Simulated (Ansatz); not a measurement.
Be₃N₂ (Ia-3, No. 206), treated with BLYP (Ansatz, an electronic-structure program, PAW).

Settings: plane-wave cutoff 520 eV, 6×6×6 k mesh, Fermi–Dirac smearing 0.01 eV, scalar-relativistic PAW data made under PBE.

Pressure at four volumes; x = ln(V/6.869 Å³). One pressure is withheld.

```
V (Å³/atom)        x  P (GPa)
-----------  -------  -------
6.594        -0.0409     9.21
6.869         0.0000     0.00
7.007         0.0199    -4.00
7.144         0.0393        ?
```

Task: Pass a parabola P(x) through the three rows shown, estimate the bulk modulus and its pressure derivative near zero pressure, and predict the withheld pressure.

Result: Slopes between the rows: (0.00 − (9.21))/(0.0000 − (-0.0409)) = -225.18 and (-4.00 − (0.00))/(0.0199 − (0.0000)) = -201.01 GPa. Their difference over the span 0.0608 is c = 24.17/0.0608 = 397.5 GPa, so P(x) = 9.21 + (-225.18)(x − (-0.0409)) + 397.5 (x − (-0.0409))(x − (0.0000)). At the middle row B = −dP/dx = −[-225.18 + 397.5 × 0.0409] = 208.9 GPa, and B′ = dB/dP = 2c/B = 3.8. At x = 0.0393 the parabola gives -7.60 GPa; the run gives -7.64 GPa. The Birch–Murnaghan fit to the energies at all volumes has B0 = 209 GPa and B′ = 3.7.
